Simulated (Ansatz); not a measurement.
Mg, response to strain

Start from Mg in the hcp (Mg type) structure (space group P6_3/mmc, No. 194; a = 3.175 Å, c = 5.163 Å; relaxed with 0.1 eV smearing). Axes: x lies along a and z along c of the hexagonal cell.

Strains are applied to the cell and any free atomic positions relax.

Computed with PBEsol in Ansatz (plane waves to 420 eV, PAW, no spin-orbit coupling).

Candidates:
(a) uniaxial strain ε_zz = −1.00 %
(b) uniaxial strain ε_zz = +3.00 %
(c) uniaxial strain ε_zz = −1.50 %

Notes on the quantities. energy relative to the base: free energy F.

Task: Order them by energy relative to the base, highest first.

Result: (b) uniaxial strain ε_zz = +3.00 % (+4.2 meV/atom), (c) uniaxial strain ε_zz = −1.50 % (+1.1 meV/atom), (a) uniaxial strain ε_zz = −1.00 % (+0.5 meV/atom)

Whether these cells are dynamically stable was not tested.

Ansatz is a program for electronic structure.
